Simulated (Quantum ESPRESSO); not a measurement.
## Sensitivity of a calculation on Cu₆GeSb (P-6m2, 8 atoms in the cell) to its settings

```cif
data_Cu6GeSb
_chemical_formula_sum 'Cu6 Ge1 Sb1'
_space_group_name_H-M_alt 'P-6m2'
_space_group_IT_number 187
_space_group_name_Hall 'P -6 2'
_cell_length_a 4.25188
_cell_length_b 4.25188
_cell_length_c 7.57284
_cell_angle_alpha 90.000
_cell_angle_beta 90.000
_cell_angle_gamma 120.000
loop_
_atom_site_label
_atom_site_type_symbol
_atom_site_symmetry_multiplicity
_atom_site_Wyckoff_symbol
_atom_site_fract_x
_atom_site_fract_y
_atom_site_fract_z
_atom_site_occupancy
Cu1 Cu 1 e 0.66667 0.33333 0.00000 1
Cu2 Cu 1 f 0.66667 0.33333 0.50000 1
Cu3 Cu 2 g 0.00000 0.00000 0.32324 1
Cu4 Cu 2 h 0.33333 0.66667 0.15816 1
Ge1 Ge 1 a 0.00000 0.00000 0.00000 1
Sb1 Sb 1 d 0.33333 0.66667 0.50000 1
```

Base run A: PBEsol, PSlibrary ultrasoft (PBE) pseudopotentials (Quantum ESPRESSO), self-consistent single point.

Its settings: ecutwfc = 50 Ry; ecutrho = 300 Ry; occupations = smearing; smearing = cold; degauss = 0.0073499 Ry; input_dft = pbesol; K_POINTS = automatic 6 6 3 0 0 0; conv_thr = 1e-10 Ry; mixing_beta = 0.4.

The starting cell comes from a database of computed structures (which also holds hypothetical and non-ambient phases and stackings), without a prior relaxation at this level. Spin polarisation is off. In the base run, with a pressure of about -4 GPa the cell is away from its equilibrium volume at this level.

ΔF is the free energy per atom less that of run A. A dash stands where there is no value to compare (another energy zero or no entropy term, no result, no spin, no clean gap, or a mesh too coarse for one). Absolute energies have different zeros for different potentials, functionals, Hubbard and dispersion terms and are not compared across them.

Runs J sample the zone with one or two k-points, far too few for so small a cell.

Runs:
- B: nosym: default → true
- C: smearing: cold → gauss; degauss: 0.0073499 Ry → 0.02205 Ry
- D: degauss: 0.0073499 Ry → 0.0036749 Ry
- E: K_POINTS: automatic 6 6 3 0 0 0 → automatic 5 5 3 0 0 0
- F: nbnd: default → 102
- G: conv_thr: 1e-10 Ry → 7.3e-06 Ry
- H: input_dft: pbesol → rvv10 [rVV10]
- I: pseudopotentials: {Cu: Cu.pbe-dn-rrkjus_psl.1.0.0.UPF, Ge: Ge.pbe-n-rrkjus_psl.1.0.0.UPF, Sb: Sb.pbe-n-rrkjus_psl.1.0.0.UPF} → {Cu: Cu.pbe-dn-kjpaw_psl.1.0.0.UPF, Ge: Ge.pbe-n-kjpaw_psl.1.0.0.UPF, Sb: Sb.pbe-n-kjpaw_psl.1.0.0.UPF}
- J: K_POINTS: automatic 6 6 3 0 0 0 → gamma
- K: mixing_beta: 0.4 → 0.1

```
run  ΔF (meV/atom)  pressure (GPa)  largest force (eV/Å)  k-points
---  -------------  --------------  --------------------  --------
A             0.00           -4.29                 0.066        14
B             0.00           -4.29                 0.066        56
C             -4.8           -4.33                 0.050        14
D             0.04           -4.28                 0.068        14
E            -0.52           -4.43                 0.105        10
F             0.00           -4.29                 0.066        14
G             0.00           -4.48                 0.036        14
H                –            4.53                 0.028        14
I                –           -4.65                 0.056        14
J           2829.8           35.02                 2.066         1
K             0.00           -4.29                 0.066        14
```

Run H against A: The pressure goes from -4.29 to 4.53 GPa and the largest force goes from 0.066 to 0.028 eV/Å.

Run J against A: The free energy rises by 2.83 eV/atom, the pressure goes from -4.29 to 35.02 GPa and the largest force goes from 0.066 to 2.066 eV/Å.
